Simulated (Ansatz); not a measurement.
Several settings converged on HfOs (P4mm, 2 atoms in the cell)

```
CELL_PARAMETERS angstrom
      3.22725     0.00000     0.00000
      0.00000     3.22725     0.00000
      0.00000     0.00000     3.22725
ATOMIC_POSITIONS crystal
  Hf 0.00000 0.00000 0.01549
  Os 0.50000 0.50000 0.50000
```

Base method: PBEsol, default PAW files made with PBE (plane waves; Ansatz, a program for electronic structure).

Base settings: basis.ecutwfc = 30.9 Ry; kpoints.mp_grid.grid = 10 10 10; hamiltonian.xc = pbesol; hamiltonian.pseudopotentials = {kind: paw} (the program's default PAW files); scf.occupations.method = gaussian; scf.occupations.width = 0.0073 Ry.

The count of work is k-points × plane waves × bands × iterations; it is no time. 

**The cutoff for other potential files**

Level: DFT, PBEsol, plane waves, harder PAW files (source: ansatz) made with PBE.

In this ladder: hamiltonian.pseudopotentials = {kind: paw, source: ansatz}.

The second cell is the first with its lattice scaled by 0.98.

The mesh stays at the base's, so the ladder's end is converged at best in this setting alone.

The first pressure column holds Ansatz's estimate of the finite-basis (Pulay) stress, which hides part of the cutoff error; the other is without it.

Only quantities that move along the ladder and can be compared are tabulated.

| basis.ecutwfc | free energy less the last step's (meV/atom) | energy of the compressed cell less the first (meV/atom) | pressure (GPa) | pressure without the Pulay estimate (GPa) | largest difference of a force vector from the last step's (eV/Å) | count of work / last |
|---|---|---|---|---|---|---|
| 17.3 Ry | 9064.44 | 79.03 | 8.05 | -440.08 | 0.219 | 0.091 |
| 20.9 Ry | 1860.48 | 10.08 | -1.05 | -112.30 | 0.014 | 0.13 |
| 26.8 Ry | 103.11 | 42.68 | -0.54 | -10.18 | 0.001 | 0.18 |
| 32.3 Ry | 4.78 | 42.07 | -0.81 | -1.28 | 0.000 | 0.26 |
| 38.2 Ry | 1.28 | 42.05 | -0.81 | -0.83 | 0.000 | 0.36 |
| 45.9 Ry | 0.90 | 42.04 | -0.81 | -0.82 | 0.000 | 0.48 |
| 57.3 Ry | 0.45 | 42.02 | -0.81 | -0.82 | 0.000 | 0.65 |
| 76.4 Ry | 0.00 | 42.02 | -0.81 | -0.82 | 0.000 | 1.0 |

Coarsest basis.ecutwfc that holds the pressure without the Pulay estimate within 1 GPa of the last step, with all finer ones: 32.3 Ry, at 0.26 of the last step's count of work; the step before is off by 9.4 GPa.

Coarsest basis.ecutwfc that holds the free energy within 2 meV/atom of the last step, with all finer ones: 38.2 Ry, at 0.36 of the last step's count of work; the step before is off by 4.8 meV/atom.

Coarsest basis.ecutwfc that holds the pressure within 0.1 GPa of the last step, with all finer ones: 32.3 Ry, at 0.26 of the last step's count of work; the step before is off by 0.27 GPa.

The energy difference between the two cells stays within 1 meV/atom of the last step's from 26.8 Ry on, the total only from 45.9 Ry on: much of the error is common to both cells and cancels.

At the lowest cutoff the pressure without the Pulay estimate lies 439 GPa under the last step's, the usual sign of Pulay stress in an incomplete plane-wave basis.

**The relaxed cell against the cutoff**

On HfOs (Pm-3m, 2 atoms in the cell): atoms on their sites.

In this ladder: relax = cell and atoms.

The mesh stays at the base's, so the ladder's end is converged at best in this setting alone.

Only quantities that move along the ladder and can be compared are tabulated.

```csv
basis.ecutwfc,relaxed volume (Å³/atom),relaxation steps
18.4 Ry,16.700,14
21.7 Ry,16.782,6
26.1 Ry,16.727,6
30.9 Ry,16.727,4
37.1 Ry,16.726,4
46.3 Ry,16.726,4
61.7 Ry,16.725,4
```

Coarsest basis.ecutwfc that holds the relaxed volume within 0.017 Å³/atom of the last step, with all finer ones: 26.1 Ry; the step before is off by 0.057 Å³/atom.

On the base run: the starting cell comes from a database of computed structures (which also holds hypothetical and non-ambient phases and stackings), without a prior relaxation at this level. Its lattice was rescaled by up to half a per cent. One atom was moved a little off its site on purpose. Spin polarisation is off.

Left out of this page: 1 run of the series failed or unconverged.

Keys are those of Ansatz 0.2.
